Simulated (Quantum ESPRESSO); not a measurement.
Input and output of a self-consistent single point for SiO2 (P4_2/mnm, 6 atoms in the cell) (Quantum ESPRESSO).

Level of theory: PBE, PSlibrary PAW (PBE) pseudopotentials (plane waves; Quantum ESPRESSO).

The change in words: lattice scaled by 0.98. Reference geometry:
```
CELL_PARAMETERS angstrom
      4.16205     0.00000     0.00000
      0.00000     4.16205     0.00000
      0.00000     0.00000     2.64824
ATOMIC_POSITIONS crystal
  Si 0.50000 0.50000 0.50000
  Si 0.00000 0.00000 0.00000
  O  0.69316 0.69316 0.00000
  O  0.30684 0.30684 0.00000
  O  0.80684 0.19316 0.50000
  O  0.19316 0.80684 0.50000
```

Reference input (self-consistent single point, DFT, PBE, plane waves, PSlibrary PAW (PBE) pseudopotentials): ecutwfc = 55 Ry; ecutrho = 330 Ry; occupations = fixed; potentials = {Si: Si.pbe-n-kjpaw_psl.1.0.0.UPF, O: O.pbe-n-kjpaw_psl.0.1.UPF}; K_POINTS = automatic 4 4 6 0 0 0; nbnd = 18; conv_thr = 1e-09 Ry. This run's input differs from it in these lines:

```diff
@@ -23,8 +23,8 @@
 ATOMIC_POSITIONS {angstrom}
-Si    2.0810265000    2.0810265000    1.3241195000
+Si    2.0394060000    2.0394060000    1.2976370000
 Si    0.0000000000    0.0000000000    0.0000000000
-O     2.8849686575    2.8849686575    0.0000000000
-O     1.2770843425    1.2770843425    0.0000000000
-O     3.3581108425    0.8039421575    1.3241195000
-O     0.8039421575    3.3581108425    1.3241195000
+O     2.8272693259    2.8272693259    0.0000000000
+O     1.2515426741    1.2515426741    0.0000000000
+O     3.2909486741    0.7878633259    1.2976370000
+O     0.7878633259    3.2909486741    1.2976370000
 K_POINTS {automatic}
@@ -32,5 +32,5 @@
 CELL_PARAMETERS {angstrom}
-   4.1620530000     0.0000000000     0.0000000000
-   0.0000000000     4.1620530000     0.0000000000
-   0.0000000000     0.0000000000     2.6482390000
+   4.0788120000     0.0000000000     0.0000000000
+   0.0000000000     4.0788120000     0.0000000000
+   0.0000000000     0.0000000000     2.5952740000
```

Output (repeated stretches shortened):

```
     Self-consistent Calculation

     iteration #  1     ecut=    55.00 Ry     beta= 0.70

     total energy              =    -260.15557159 Ry
     estimated scf accuracy    <       1.13451406 Ry

     iteration #  2     ecut=    55.00 Ry     beta= 0.70

     total energy              =    -260.58707713 Ry
     estimated scf accuracy    <       0.42566828 Ry

     iteration #  3     ecut=    55.00 Ry     beta= 0.70

     total energy              =    -260.63057960 Ry
     estimated scf accuracy    <       0.01565950 Ry

   [... 5 blocks of this kind left out ...]

     iteration #  9     ecut=    55.00 Ry     beta= 0.70

     total energy              =    -260.64145773 Ry
     estimated scf accuracy    <          2.0E-09 Ry

     iteration # 10     ecut=    55.00 Ry     beta= 0.70
     End of self-consistent calculation

     highest occupied, lowest unoccupied level (ev):    11.8185   18.8349

!    total energy              =    -260.64145773 Ry
     estimated scf accuracy    <          2.7E-10 Ry

     convergence has been achieved in  10 iterations

     Forces acting on atoms (cartesian axes, Ry/au):

     atom    1 type  1   force =     0.00000000    0.00000000    0.00000000
     atom    2 type  1   force =     0.00000000    0.00000000    0.00000000
     atom    3 type  2   force =     0.02392824    0.02392824    0.00000000
     atom    4 type  2   force =    -0.02392824   -0.02392824    0.00000000
     atom    5 type  2   force =    -0.02392824    0.02392824   -0.00000000
     atom    6 type  2   force =     0.02392824   -0.02392824    0.00000000

     Total force =     0.067679     Total SCF correction =     0.000009

          total   stress  (Ry/bohr**3)                   (kbar)     P=      418.46
   0.00263269   0.00000000   0.00000000          387.28        0.00        0.00
   0.00000000   0.00263269   0.00000000            0.00      387.28        0.00
   0.00000000   0.00000000   0.00326850            0.00        0.00      480.81

   JOB DONE.
```

The run converged in 10 iterations. Against the reference run the free energy goes up by 81.5 meV/atom, the pressure goes from 16.67 to 41.85 GPa, the largest force goes from 0.368 to 0.870 eV/Å and the gap on the mesh goes from 5.922 to 7.016 eV.

The starting cell comes from a database of computed structures (which also holds hypothetical and non-ambient phases and stackings), without a prior relaxation at this level. Its lattice was rescaled by a random factor within 2.5 % of one. For this run, on top of that: lattice scaled by 0.98. With a pressure of about 42 GPa the cell is away from its equilibrium volume at this level.
